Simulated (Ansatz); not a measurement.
Levels about the gap of amorphous In9Ga9Zn9O38Sn (66 atoms in a cell of 836 Å³, 5.91 g/cm³; zone centre alone, so wide bands show as single levels with stretches between that a denser mesh fills), at the geometry that PBE relaxed, where it gives 2.2 GPa on a denser mesh. The participation number counts the atoms over which a state spreads; weights are charges in smoothed Voronoi cells. The levels come from a single point, so bond lengths are those of that geometry. Method of the levels: PBE, scalar-relativistic without spin-orbit coupling (Ansatz, a quantum-chemistry and plane-wave program). Sampling: the zone centre alone; Fermi-Dirac width 0.02 eV; no spin polarisation. At PBE the levels at the filled edge of the gap are localised (band-tail or defect states), and the nearest spread-out levels lie 1.1 eV apart at the zone centre.

It comes from a melt-quench run on a machine-learned potential (CHGNet), relaxed afterwards by DFT. O atoms were pushed apart under 1.9 Å during the dynamics, to hinder bonds among them. The hot cell started wider than the set density and was brought back towards it in steps. It is the lowest in DFT energy of 2 quenches. It is a model cell: composition and starting density were chosen by hand, and all elements were melted together. No dispersion term was used. Its density started from a set value of 5.91 and ended at 5.91 g/cm³. The simulated quench (nominally 210 K/ps over its main leg) is rapid and tends to freeze in more defects than a deposited or slowly cooled glass has. A cell of this size samples the disorder only roughly. The volume was held where the preparation left it and the shape relaxed, at a PBE pressure of 2.2 GPa. Stress components on the final sampling reach 2.3 GPa.

```csv
"E - E(highest filled), eV",filling,participation number,largest on,weight O,weight In,weight Zn,weight Ga
-0.72,filled,20.7,"O, 4 neighbours",0.89,0.03,0.06,0.02
-0.67,filled,21.5,"O, 3 neighbours",0.88,0.02,0.08,0.02
-0.61,filled,21.5,"O, 4 neighbours",0.83,0.02,0.13,0.02
-0.57,filled,16.2,"O, 3 neighbours",0.87,0.02,0.08,0.03
-0.51,filled,6.6,"O, 3 neighbours",0.92,0.01,0.05,0.02
-0.21,filled,7.2,"O, 3 neighbours",0.80,0.01,0.17,0.02
0.00,filled,9.0,"O, 3 neighbours",0.79,0.01,0.18,0.01
0.50,empty,61.2,"In, 5 neighbours",0.52,0.20,0.15,0.12
3.14,empty,28.0,"In, 5 neighbours",0.59,0.29,0.09,0.03
3.31,empty,35.1,"In, 5 neighbours",0.59,0.26,0.06,0.08
3.50,empty,26.5,"In, 6 neighbours",0.59,0.25,0.06,0.09
3.66,empty,44.7,"Ga, 4 neighbours",0.58,0.16,0.10,0.16
3.71,empty,37.3,"Sn, 6 neighbours",0.60,0.17,0.08,0.06
3.93,empty,49.2,"Ga, 4 neighbours",0.56,0.16,0.14,0.12
```

Most localised among these is the filled level at -0.51 eV, on a O atom, which has 3 neighbours (Ga 1.86 Å, Zn 1.92 Å, Ga 1.99 Å).
